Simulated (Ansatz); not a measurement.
## K_Si in silicon

Calculation: PBE, PAW (plane waves to 420 eV; Ansatz, a quantum-chemistry and plane-wave program). Cell: 64 sites, 2×2×2; final energies on a 2×2×2 shifted mesh. Site at the start: the Si site. Finite-size correction: monopole term and site-potential alignment. Dielectric constants: PBE linear response of the host. Host gap at this level: 0.61 eV. Finite-size and sampling errors can reach tenths of an eV here. PBE underestimates the host's gap, which shifts levels and can delocalise carriers. Spin–orbit coupling is left out. Each state is the lowest found from its start.

Formation energies E_f are given with the Fermi level at the valence-band maximum. Chemical conditions: host crystal and elements as references (Δμ(Si) = 0.00 eV, Δμ(K) = 0.00 eV; K taken from its element, since no compound that bounds it was computed at this level; only phases computed here count, gases as isolated molecules at 0 K). Reference phases: K: bcc K, Si: silicon.

```tsv
charge	moment (μB)	largest move off a lattice site (Å)	image correction with alignment (eV)	E_f, host crystal and elements as references (eV)	above the lowest spin state (eV)
+1†	not spin-polarised	1.02	0.16	–	0.00
0†	quenched	1.11	0.00	4.18	0.00
−1†	not spin-polarised	1.16	0.06	–	0.00
−1†	0.0	1.16	0.06	–	0.00
−2†	1.0	1.22	0.33	–	0.00
−3†	not spin-polarised	1.27	0.81	–	0.00
−3†	0.0	1.27	0.81	–	0.00
```

† Not settled in this cell, so no level is given: charge +1: carriers not clearly localised, no spin-polarised start tried; charge 0: a level filled in part, carriers not clearly localised; charge −1: level within 0.1 eV of a band edge or past it; charge −2: level within 0.1 eV of a band edge or past it; charge −3: a level filled in part, level within 0.1 eV of a band edge or past it.

Starting moments that weren't kept: charge 0 began with 1 μB and ended with 0.0; charge −1 began with 2 μB and ended with 0.0; charge −3 began with 2 μB and ended with 0.0.

Flagged in the runs: a strain field that reaches the edge of the cell.

All states together cost very roughly 2.8 core-hours.
